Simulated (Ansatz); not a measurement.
**A computed series for BeTe: response to strain**

Start from BeTe in the zinc blende structure (space group F-43m, No. 216).

Space group F-43m (No. 216); a = 5.664 Å, b = 5.664 Å, c = 5.664 Å, α = 90.00°, β = 90.00°, γ = 90.00°

```csv
atom,site,symmetry,x,y,z
Be,4a,-43m,0.0000,0.0000,0.0000
Te,4d,-43m,0.7500,0.7500,0.7500
```
(The calculation used a cell of 2 atoms; values per cell refer to that cell.)

Strains are applied to the cell and any free atomic positions relax.

The values are results of PBE in Ansatz (plane waves to 420 eV, PAW, no spin-orbit coupling), not measurements.

Candidates:
(a) isotropic strain +1.50 %
(b) isotropic strain +3.00 %
(c) isotropic strain +1.00 %
(d) isotropic strain −0.50 %
(e) isotropic strain −1.50 %

For the base:

The band gap comes out as 2.03 eV.

Q: Order them by band gap, lowest first.

A: (e) isotropic strain −1.50 % (1.92 eV), (d) isotropic strain −0.50 % (1.99 eV), (c) isotropic strain +1.00 % (2.10 eV), (a) isotropic strain +1.50 % (2.13 eV), (b) isotropic strain +3.00 % (2.22 eV)

With Te present, leaving out spin-orbit coupling can change the band edges. Whether these cells are dynamically stable was not tested.

Ansatz is a program for electronic structure.
